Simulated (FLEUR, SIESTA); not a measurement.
A FLEUR input for a self-consistent single point of AlV2C (P6_3/mmc, 8 atoms in the cell) (DFT, PBE, all-electron FLAPW (FLEUR), scalar-relativistic valence):

Input of the input generator:

```
scf AlV2C
&input film=f /
1.0000000000 -0.0000000821 0.0000000000
-0.4999999289 0.8660254449 0.0000000000
0.0000000000 0.0000000000 4.5383081018
5.4327640744
1.0 1.0 1.0

8
13 0.3333333333 0.6666666667 0.2500000000
13 0.6666666667 0.3333333333 0.7500000000
23 0.3333333333 0.6666666667 0.5863800000
23 0.6666666667 0.3333333333 0.4136200000
23 0.6666666667 0.3333333333 0.0863800000
23 0.3333333333 0.6666666667 0.9136200000
6 0.0000000000 0.0000000000 -0.0000000000
6 0.0000000000 0.0000000000 0.5000000000

&comp jspins=1 /
&kpt div1=11 div2=11 div3=2 gamma=t /
&end /
```

```xml
<?xml version="1.0" encoding="UTF-8" standalone="no"?>
<fleurInput fleurInputVersion="0.39">
   <comment>
      scf AlV2C                                                                                           
   </comment>
   <calculationSetup>
      <cutoffs Kmax="4.7" Gmax="16.4" GmaxXC="16.4" numbands="0"/>
      <scfLoop itmax="100" minDistance="0.00001" maxIterBroyd="25" imix="Anderson" alpha="0.05" precondParam="0.0" spinf="2.0"/>
      <coreElectrons ctail="T" frcor="F" kcrel="0" coretail_lmax="0"/>
      <xcFunctional name="pbe" relativisticCorrections="F"/>
      <magnetism jspins="1"/>
      <soc l_soc="F" theta="0.0" phi="0.0" spav="F"/>
      <expertModes spex="0" secvar="F"/>
      <geometryOptimization l_f="T" forcealpha="1.0" forcemix="BFGS" epsdisp="0.00001" epsforce="0.00001"/>
      <ldaU l_linMix="F" mixParam="0.05" spinf="1.0"/>
   </calculationSetup>
   <cell>
      <bzIntegration valenceElectrons="66.0" mode="hist" fermiSmearingEnergy="0.00367493">
         <kPointListSelection listName="default-1"/>
         <!-- k-points included here -->
         <xi:include xmlns:xi="http://www.w3.org/2001/XInclude" href="kpts.xml"> </xi:include>
      </bzIntegration>
      <!-- symmetry operations included here -->
      <xi:include xmlns:xi="http://www.w3.org/2001/XInclude" href="sym.xml"> </xi:include>
      <bulkLattice scale="1.0">
         <bravaisMatrix>
            <row-1>    5.4327640743999996    -0.0000004460299305     0.0000000000000000</row-1>
            <row-2>   -2.7163816509304741     4.7049119245689965     0.0000000000000000</row-2>
            <row-3>    0.0000000000000000     0.0000000000000000    24.6555572140174988</row-3>
         </bravaisMatrix>
      </bulkLattice>
   </cell>
   <atomSpecies>
      <species name="Aluminum (Al)" element="Al" atomicNumber="13">
         <mtSphere radius="2.51" gridPoints="867" logIncrement="0.013"/>
         <atomicCutoffs lmax="10" lnonsphr="8"/>
         <electronConfig flipSpins="F">
            <coreConfig>(1s1/2) (2s1/2) (2p1/2) (2p3/2)</coreConfig>
            <valenceConfig>(3s1/2) (3p1/2) (3p3/2)</valenceConfig>
            <stateOccupation state="(3p1/2)" spinUp="0.1666666666667" spinDown="0.1666666666667"/>
            <stateOccupation state="(3p3/2)" spinUp="0.3333333333333" spinDown="0.3333333333333"/>
         </electronConfig>
         <energyParameters s="3" p="3" d="3" f="4"/>
      </species>
      <species name="Vanadium (V)" element="V" atomicNumber="23">
         <mtSphere radius="2.26" gridPoints="781" logIncrement="0.015"/>
         <atomicCutoffs lmax="8" lnonsphr="6"/>
         <electronConfig flipSpins="F">
            <coreConfig>(1s1/2) (2s1/2) (2p1/2) (2p3/2)</coreConfig>
            <valenceConfig>(3s1/2) (3p1/2) (3p3/2) (4s1/2) (3d3/2) (3d5/2)</valenceConfig>
            <stateOccupation state="(3d3/2)" spinUp="0.6" spinDown="0.6"/>
            <stateOccupation state="(3d5/2)" spinUp="0.9" spinDown="0.9"/>
         </electronConfig>
         <energyParameters s="4" p="4" d="3" f="4"/>
         <lo type="SCLO" l="0" n="3" eDeriv="0"/>
         <lo type="SCLO" l="1" n="3" eDeriv="0"/>
      </species>
      <species name="Carbon (C)" element="C" atomicNumber="6">
         <mtSphere radius="1.27" gridPoints="441" logIncrement="0.023"/>
         <atomicCutoffs lmax="6" lnonsphr="4"/>
         <electronConfig flipSpins="F">
            <coreConfig>(1s1/2)</coreConfig>
            <valenceConfig>(2s1/2) (2p1/2) (2p3/2)</valenceConfig>
            <stateOccupation state="(2p1/2)" spinUp="0.3333333333333" spinDown="0.3333333333333"/>
            <stateOccupation state="(2p3/2)" spinUp="0.6666666666667" spinDown="0.6666666666667"/>
         </electronConfig>
         <energyParameters s="2" p="2" d="3" f="4"/>
      </species>
   </atomSpecies>
   <atomGroups>
      <atomGroup species="Aluminum (Al)">
         <relPos label="                   1">1.000/3.000 -1.000/3.000 1.000/4.000</relPos>
         <relPos label="                   2">-1.000/3.000 1.000/3.000 -1.000/4.000</relPos>
         <force calculate="T" relaxXYZ="TTT"/>
      </atomGroup>
      <atomGroup species="Vanadium (V)">
         <relPos label="                   3">1.000/3.000 -1.000/3.000 -.4136200000</relPos>
         <relPos label="                   4">-1.000/3.000 1.000/3.000 .4136200000</relPos>
         <relPos label="                   5">-1.000/3.000 1.000/3.000 .0863800000</relPos>
         <relPos label="                   6">1.000/3.000 -1.000/3.000 -.0863800000</relPos>
         <force calculate="T" relaxXYZ="TTT"/>
      </atomGroup>
      <atomGroup species="Carbon (C)">
         <relPos label="                   7">.0000000000 .0000000000 .0000000000</relPos>
         <relPos label="                   8">.0000000000 .0000000000 1.000/2.000</relPos>
         <force calculate="T" relaxXYZ="TTT"/>
      </atomGroup>
   </atomGroups>
   <output dos="F" band="F" slice="F">
      <checks vchk="F" cdinf="F"/>
      <bandDOS minEnergy="-.5*Htr" maxEnergy="0.5*Htr" sigma="0.015" storeEVData="T"/>
      <vacuumDOS vacdos="F" integ="F" star="F" nstars="0" locx1="0.0" locy1="0.0" locx2="0.0" locy2="0.0" nstm="0" tworkf="0.0"/>
      <unfoldingBand unfoldBand="F" supercellX="1" supercellY="1" supercellZ="1"/>
      <plotting iplot="0" polar="F">
         <plot TwoD="T" vec1="  1.0  0.0  0.0" vec2="  0.0  1.0  0.0" vec3="  0.0  0.0  1.0" zero="  0.0  0.0  0.0" file="plot"/>
      </plotting>
      <chargeDensitySlicing numkpt="0" minEigenval="0.0" maxEigenval="0.0" nnne="0" pallst="F"/>
      <specialOutput eonly="F"/>
      <magneticCircularDichroism mcd="F" energyLo="-10.0" energyUp="0.0"/>
   </output>
  <!-- We include the file relax.xml here to enable relaxations (see documentation) -->
  <xi:include xmlns:xi="http://www.w3.org/2001/XInclude" href="relax.xml"> <xi:fallback/> </xi:include>
</fleurInput>
```

Problem. Write the same calculation as an input for SIESTA.

Solution. This is the input that was run; spellings and numerical settings could be chosen otherwise.

```
# files in the folder: Al.psml V.psml C.psml (PseudoDojo PBE standard)
SystemName  AlV2C
SystemLabel siesta

NumberOfAtoms                8
NumberOfSpecies              3
%block ChemicalSpeciesLabel
  1 13 Al
  2 23 V
  3 6 C
%endblock ChemicalSpeciesLabel
LatticeConstant              1.0 Ang
%block LatticeVectors
     2.874895000    0.000000000    0.000000000
    -1.437447000    2.489732000    0.000000000
     0.000000000    0.000000000   13.047159000
%endblock LatticeVectors
AtomicCoordinatesFormat      Ang
%block AtomicCoordinatesAndAtomicSpecies
    -0.000001104    1.659822163    3.261789750  1
     1.437449104    0.829909837    9.785369250  1
    -0.000001104    1.659822163    7.650593094  2
     1.437449104    0.829909837    5.396565906  2
     1.437449104    0.829909837    1.127013594  2
    -0.000001104    1.659822163   11.920145406  2
     0.000000000    0.000000000    0.000000000  3
     0.000000000    0.000000000    6.523579500  3
%endblock AtomicCoordinatesAndAtomicSpecies

XC.functional                GGA
XC.authors                   PBE
PAO.BasisSize                TZP
PAO.EnergyShift              0.005 Ry
MeshCutoff                   400 Ry
%block kgrid.MonkhorstPack
   11   0   0  0.0
    0  11   0  0.0
    0   0   2  0.0
%endblock kgrid.MonkhorstPack
OccupationFunction           FD
ElectronicTemperature        100.0 meV

MaxSCFIterations             150
SCF.Mixer.Method             Pulay
SCF.Mixer.Weight             0.2
SCF.Mixer.History            6
SCF.DM.Tolerance             1.0E-04
Diag.ParallelOverK           true
WriteForces                  true
```

Basis settings and potentials, where a program has them, do not carry over. This input uses DFT, GGA PBE, numerical atomic orbitals TZP, PseudoDojo PBE standard norm-conserving potentials (rewritten from UPF to PSML).

The starting cell comes from a database of computed structures (which also holds hypothetical and non-ambient phases and stackings), without a prior relaxation at this level. Its lattice was rescaled by a random factor within 2.5 % of one.
